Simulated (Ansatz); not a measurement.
BP (model structure, started from the CdTe type, P6₄22, No. 181, 6 atoms in the cell), treated with HSE06 in Ansatz (PAW).

Run with plane-wave cutoff 460 eV, 9×9×4 k mesh (along the axes of the cell as run), Fermi–Dirac smearing 0.01 eV, scalar-relativistic PAW data made under PBE.

Cell (relaxed with PBEsol):

Space group P6₄22 (No. 181); a = 3.260 Å, b = 3.260 Å, c = 6.940 Å, α = 90.00°, β = 90.00°, γ = 120.00°

```csv
atom,site,symmetry,x,y,z
B,3c,222,0.5000,0.0000,0.0000
P,3d,222,0.5000,0.0000,0.5000
```

### Question
Estimate the band gap that the calculation returns.

### Answer

- band gap: 0.73 eV (on the SCF k mesh)

Note: the relaxation could raise the start's symmetry but not lower it, so the cell can be a saddle point; cell and atoms aren't relaxed at this level (pressure 0.5 GPa).

Static lattice: no zero-point or thermal effects.

A model structure was made by putting elements into a prototype or built by hand; it is no filed structure, need not be a known phase, and can be a saddle point held by its symmetry.

Ansatz is a quantum-chemistry and plane-wave program.
